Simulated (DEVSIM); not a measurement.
Device: isotype n-n heterojunction Al0.3Ga0.7N/GaN, at 350 K.

Layer 1 from the left is Al0.3Ga0.7N, thickness (μm) 0.570, Nd (cm⁻³) 4.3e17, τn (s) 3.2e-10, τp (s) 3.2e-10. Layer 2 from the left is GaN, thickness (μm) 0.750, Nd (cm⁻³) 3.6e15, τn (s) 3.2e-10, τp (s) 3.2e-9.

Left contact: ohmic. Right contact: ohmic. Voltage is applied to the left contact. Recombination: SRH at mid-gap, radiative, Auger. Mobility is μmin + (μ − μmin)/(1 + (N/Nref)^α).

The device is made up for the run: typed textbook-type constants, with dimensions and the other settings drawn at random. Values at 300 K; Nc and Nv go as T^1.5, mobilities as T to minus their exponent, the gap by Varshni's rule with the affinity fixed.

Al0.3Ga0.7N: gap (eV) 4.021, affinity (eV) 3.686, permittivity 9.32, Nc (cm⁻³) 2.3e18, Nv (cm⁻³) 4.6e19, μn (cm²/Vs) 444, μp (cm²/Vs) 30, μn,min 55, μp,min 3, Nref,n 2e17, Nref,p 3e17, αn 1, αp 2, T exponent of μn 1.5, T exponent of μp 2, B (cm³/s) 1e-11, Cn (cm⁶/s) 1e-30, Cp (cm⁶/s) 1e-30, Varshni α (eV/K) 0.00091, Varshni β (K) 830. GaN: gap (eV) 3.43, affinity (eV) 4.1, permittivity 9.5, Nc (cm⁻³) 2.3e18, Nv (cm⁻³) 4.6e19, μn (cm²/Vs) 1200, μp (cm²/Vs) 100, μn,min 55, μp,min 3, Nref,n 2e17, Nref,p 3e17, αn 1, αp 2, T exponent of μn 1.5, T exponent of μp 2, B (cm³/s) 1e-11, Cn (cm⁶/s) 1e-30, Cp (cm⁶/s) 1e-30, Varshni α (eV/K) 0.00091, Varshni β (K) 830.

DEVSIM, 1D drift-diffusion, Boltzmann statistics, complete ionisation; no tunnelling, impact ionisation, image-force lowering or self-heating. Band offsets follow the typed affinities; no thermionic-emission limit at abrupt steps, no polarisation charge.

**Question.** What does the simulation give for the potential step across the device at zero bias, the dark forward voltage at 100 A/cm²?

**Answer.** potential step across the device at zero bias 0.558 V; dark forward voltage at 100 A/cm² 0.459 V.
